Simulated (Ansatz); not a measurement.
For tetragonal HfO2 (model structure) (like a known high-temperature phase), rVV10 in Ansatz (plane waves, PAW) gives:

| Quantity | Result |
|---|---|
| equilibrium lattice constant a | 3.619 Å |
| c axis length | 5.274 Å |

Problem. What does HSE06 (PAW; Ansatz, a program for electronic structure) give for the same quantities?

Solution. 
- lattice constant a: 3.576 Å (falls by 1.2 %)
- lattice parameter c: 5.184 Å (shrinks by 1.7 %)

Changes are worked out from the printed values.

Unless a cell is named, each level is at its own relaxed cell (rVV10 11.51, HSE06 11.05 Å³/atom).

Levels without +SOC leave out spin–orbit coupling, which shifts energies and cells of such heavy elements.

Ansatz's density-functional and Hartree–Fock values are scalar-relativistic unless marked +SOC, with PAW data made under PBE.

A model structure was made by putting elements into a prototype or built by hand; it is no filed structure, need not be a known phase, and can be a saddle point held by its symmetry.
